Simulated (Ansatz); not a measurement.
Given:

```
CELL_PARAMETERS angstrom
      3.89114     0.00000     0.00000
      0.00000     3.89114     0.00000
      0.00000     0.00000     3.77440
ATOMIC_POSITIONS crystal
  Sr 0.00000 0.00000 0.00000
  Ti 0.50000 0.50000 0.50000
  O  0.50000 0.00000 0.50000
  O  0.00000 0.50000 0.50000
  O  0.50000 0.50000 0.00000
```

No spin polarisation.

The values are results of Ansatz (a quantum-chemistry and plane-wave program) PBEsol, no SOC, not measurements. k-mesh 9×9×9 (Γ-centred); smearing 0.05 eV (Fermi–Dirac).

Task: Estimate the space group.

Result: P4/mmm (No. 123).

Task: Estimate the band gap.

Result: 1.85 eV.

Task: Predict the stress (xx, yy, zz, yz, xz, xy; compression positive).

Result: (3.35, 3.35, 12.33, 0.00, 0.00, 0.00) GPa.

The cells carry an imposed strain or load. Whether these cells are dynamically stable was not tested. All final runs are without spin polarisation. The cell was made from SrTiO3 in the cubic perovskite structure (space group Pm-3m, No. 221) by this change: uniaxial strain ε_zz = −3.00 %. Many cubic perovskites are stable only at high temperature; tilts and polar distortions were not tested.
